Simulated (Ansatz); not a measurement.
Output of an Ansatz run (abridged):

```
WARN ansatz: RAYON_NUM_THREADS=1 ignored (pool sized by the plan → 1); use --threads N
Pseudopotentials: kind: paw
Pseudopotential: P, paw, valence charge 5
Pseudopotential: Ag, paw, valence charge 19
Crystal: 4 atoms, lattice volume = 72.258 Å³
Basis set: ecut = 420.4159175005146 eV, 1371 PW (Γ), exchange–correlation on 80×80×54 points (8 copies of the dense FFT grid, shifted against one another)
Bands: 29, of which v1, the nominal top of the filled ones, is band 24 counted from 1 (23 counted from 0)
Symmetry: 8 space group operations
Space group: Cmcm (ITA 63), of the structure as read, at distance tolerance 4.2e-5 Å
k-points: 125 of 729
PAW frozen core: P, regenerated for the run's functional, and the local potential with it
PAW frozen core: Ag, regenerated for the run's functional, and the local potential with it
Initial density: superposition of atomic densities (neutral atoms: chi_scale 0, normalization atom), corrected by the library's trained network
Initial wavefunctions: pseudopotential atomic-orbital guess
Eigensolver: davidson
Functional: x = pbesol(κ = 0.804, μ = 0.12345679012345678), c = pbesol(β = 0.046)
SCF iter   1: F=—  HF=-16522.779568 eV  |F-HF|=—  |Δ(HF+E_count)|=         —  Δρ=6.71e-3  dr2=2.81e-2  ethr=1.77e-3  ⟨swp⟩=6.5  Hψ=16345  notcnv=0
all-band conjugate gradients solve this SCF's bands
preconditioner: auto → Kerker (q_TF=auto, 2.548 Å⁻¹)
SCF iter   2: F=—  HF=-16522.773032 eV  |F-HF|=—  |Δ(HF+E_count)|=   6.54e-3  S|Δr|=    0.00e0  Δρ=2.67e-3  dr2=4.74e-3  ethr=5.85e-5  ⟨swp⟩=2.4  Hψ=6723  notcnv=0
SCF iter   3: F=—  HF=-16522.772208 eV  |F-HF|=—  |Δ(HF+E_count)|=   8.24e-4  S|Δr|=    0.00e0  Δρ=1.18e-3  dr2=1.22e-3  ethr=9.88e-6  ⟨swp⟩=1.1  Hψ=3569  notcnv=0
SCF iter   4: F=—  HF=-16522.771986 eV  |F-HF|=—  |Δ(HF+E_count)|=   2.21e-4  S|Δr|=    0.00e0  Δρ=2.32e-4  dr2=6.10e-5  ethr=2.54e-6  ⟨swp⟩=2.4  Hψ=5523  notcnv=0
SCF iter   5: F=—  HF=-16522.771985 eV  |F-HF|=—  |Δ(HF+E_count)|=   1.57e-6  S|Δr|=    0.00e0  Δρ=8.49e-5  dr2=6.21e-6  ethr=1.27e-7  ⟨swp⟩=2.0  Hψ=5056  notcnv=0
SCF iter   6: F=—  HF=-16522.771984 eV  |F-HF|=—  |Δ(HF+E_count)|=   7.57e-7  S|Δr|=    0.00e0  Δρ=2.64e-5  dr2=5.72e-7  ethr=1.29e-8  ⟨swp⟩=2.0  Hψ=5369  notcnv=0
SCF iter   7: F=-16522.771984 eV  HF=-16522.771984 eV  |F-HF|=1.15e-8  |Δ(HF+E_count)|=   6.42e-8  S|Δr|=    0.00e0  Δρ=5.05e-6  dr2=2.52e-8  ethr=2.08e-10  ⟨swp⟩=8.7  Hψ=16385  notcnv=0
SCF 1 converged in 7 iterations: F = -16522.771984 eV  dr2 = 2.52e-8
SCF converged after 7 iterations
Stability not checked (fill_not_monotonic)
Free energy (F): -16522.771984 eV
Harris-Foulkes:  -16522.771984 eV  (|F-HF|=1.15e-8)
Internal energy: -16522.771254 eV  (E = F + TS)
E sigma→0 (E₀):  -16522.771741 eV
Entropy (-TS):   -0.000730 eV (-0.182 meV/atom)
Fermi energy:    12.333580 eV
--- Per-component energies (eV) ---
  E_band       = -607.206883
  E_kinetic    = 1193.498053
  E_local      = -5863.587422  (includes V_loc(G=0)·N_el)
  E_nonlocal   = 236.492462
  E_hartree    = 2627.311831
  E_xc         = -486.878699
  E_vxc        = -586.829092  (∫ρ·V_xc dr)
  E_paw        = -8779.778607  (= ΣΔE_a)
  E_vpaw       = -841.398362  (= ΣTr[D̂ρ^β])
  E_aug_tail   = 0.000593  (compensation charges beyond the density's cutoff)
  E_ewald      = -5450.567136
  E_core_change = 0.737670  (= ΣΔE_core)
  E_smearing   = -0.000730  (= −TS)
  E_closure    = 0.000000  (closes the sum)
  Σ components = -16522.771984   (vs F -16522.771984, Δ=0.00e0)
--- Forces (eV/Å), atoms counted from 1 ---
  atom   1  P      0.00000000    -0.79432342    -0.00000000
  atom   2  P     -0.00000000     0.79432342     0.00000000
  atom   3  Ag    -0.00000000     0.66725537    -0.00000000
  atom   4  Ag     0.00000000    -0.66725537     0.00000000
  max |Σ_I F_I| component: 2.22e-16 eV/Å
--- Stress (GPa, compression-positive) ---
        0.043228      -0.000000      -0.000000
       -0.000000      -3.139603       0.000000
       -0.000000       0.000000      -0.806417
  P = ⅓ Tr σ = -1.3009 GPa (-13.009 kbar)
  The stress holds the Pulay correction. Without it, at fixed plane waves, as pw.x and ABINIT print it: P = -1.3404 GPa
--- Band table (eV; the first three rows and the last of 125) ---
  k-point 0: bands = ["-79.6879", "-79.6869", "-43.2159", "-43.2112", "-43.2096", "-43.2088", "-43.2016", "-43.1969", "-1.9184", "3.5859", "6.6177", "6.7162", "6.8801", "7.1497", "7.6108", "7.6937", "7.7196", "7.8906", "8.2784", "8.3119", "8.3135", [...]
  k-point 1: bands = ["-79.6879", "-79.6869", "-43.2158", "-43.2113", "-43.2093", "-43.2090", "-43.2020", "-43.1972", "-1.7990", "3.4887", "6.0464", "6.6862", "7.1299", "7.2302", "7.5469", "7.5640", "7.7711", "7.9372", "8.1302", "8.1769", "8.4806", [...]
  k-point 2: bands = ["-79.6878", "-79.6869", "-43.2153", "-43.2117", "-43.2092", "-43.2083", "-43.2033", "-43.1982", "-1.4434", "2.9846", "5.5523", "6.6312", "7.2755", "7.2951", "7.3045", "7.5308", "7.8855", "7.9967", "8.0418", "8.1165", "8.7079", [...]
  k-point 124: bands = ["-79.6874", "-79.6873", "-43.2139", "-43.2129", "-43.2119", "-43.2115", "-43.1994", "-43.1991", "0.0775", "1.0428", "5.6419", "6.3869", "7.0390", "7.1031", "7.2803", "7.4328", "7.5660", "7.7365", "8.0361", "8.0975", "8.5021", [...]
```

The structure:

```
CELL_PARAMETERS angstrom
      1.90724    -5.03994     0.00000
      1.90724     5.03994     0.00000
      0.00000     0.00000     3.75863
ATOMIC_POSITIONS crystal
  P  0.56400 0.43600 0.25000
  P  0.43600 0.56400 0.75000
  Ag 0.85475 0.14525 0.25000
  Ag 0.14525 0.85475 0.75000
```

Question: Reconstruct the input of this run.

Answer: Other spellings and defaults could give the same log, and not every line can be read from it. The input that was run (DFT, PBEsol, plane waves, default PAW files made with PBE):

Ansatz 0.2 input:
```yaml
# AgP
crystal:
  lattice:
    - [1.90723500, -5.03993700, 0.00000000]
    - [1.90723500, 5.03993700, 0.00000000]
    - [0.00000000, 0.00000000, 3.75862700]
  atoms:
    - { symbol: P, position: [0.56400000, 0.43600000, 0.25000000] }
    - { symbol: P, position: [0.43600000, 0.56400000, 0.75000000] }
    - { symbol: Ag, position: [0.85475000, 0.14525000, 0.25000000] }
    - { symbol: Ag, position: [0.14525000, 0.85475000, 0.75000000] }
basis:
  ecutwfc: 30.9 Ry
kpoints:
  mp_grid: { grid: [9, 9, 9] }
hamiltonian:
  xc: pbesol
  pseudopotentials: { kind: paw }
scf:
  occupations: { method: cold, width: 0.01 Ry }
output:
  forces: true
  eigenvalues: true
  stress: true
```

The starting cell was generated: these elements placed on a structure prototype, without a prior relaxation; it need not be a known phase or ordering of this composition. Ansatz's pressure includes its estimate of the finite-basis (Pulay) stress. The run gives no clean gap (levels at the Fermi energy touch, overlap or are partly filled at this smearing), which alone does not show that the compound is a metal.

Ansatz is a quantum-chemistry and plane-wave program.
